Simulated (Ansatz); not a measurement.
N vacancy in wurtzite AlN: one set of geometries, relaxed with PBE, evaluated in Ansatz (PAW, plane waves to 420 eV, 500 eV under r2SCAN) with PBE, r2SCAN.

Cell and caveats: 192-site cell; 2×2×1 shifted k-points; start: the N site; charged states image-corrected; corrections reach 1.4 eV, so highly charged states may be off by several tenths; flagged in the runs: a host whose relaxation on this sampling wasn't shown to rest.

```tsv
quantity	PBE	r2SCAN
host gap (eV)	4.03	___
ε(+3/+2) above the VBM (eV)	0.12	not settled
ε(+2/+1) above the VBM (eV)	0.19	___
ε(+1/0) above the VBM (eV)	3.28	___
largest moment on one atom at charge +2 (μB)	0.02	___
neutral formation energy against N2 molecule in a box (eV)	5.75	___
largest moment on one atom at charge 0 (μB)	0.04	___
```

Problem. Given the lower rungs, what does r2SCAN give?

Solution. 
- host gap (eV), r2SCAN: 4.67
- ε(+2/+1) above the VBM (eV), r2SCAN: 0.55
- ε(+1/0) above the VBM (eV), r2SCAN: 3.60
- largest moment on one atom at charge +2 (μB), r2SCAN: 0.03
- neutral formation energy against N2 molecule in a box (eV), r2SCAN: 6.50
- largest moment on one atom at charge 0 (μB), r2SCAN: 0.05

Ansatz is a program for electronic structure.
